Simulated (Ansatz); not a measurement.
Take CdS in the zinc blende structure (space group F-43m, No. 216; a = 5.824 Å) as the base. Axes: x, y, z lie along the cube axes.

The values are results of PBEsol, PAW, 420 eV (Ansatz, an electronic-structure program; scalar-relativistic without spin-orbit coupling), not measurements.

Perturbation: the cell is compressed by 3.00 % along z with no lateral relaxation, atoms relaxed at fixed cell.

Problem. Predict the new energy relative to the base.

Solution. The energy goes up by 5.3 meV/atom.

Problem. What happens to the hole mass?

Solution. The hole mass is 0.12 mₑ along z, 0.71 mₑ across (at Γ).

The levels and masses belong to the bands next to the band gap. The cells carry an imposed strain or load. Effective masses come from finite differences of ±0.01 Å⁻¹. Whether these cells are dynamically stable was not tested.
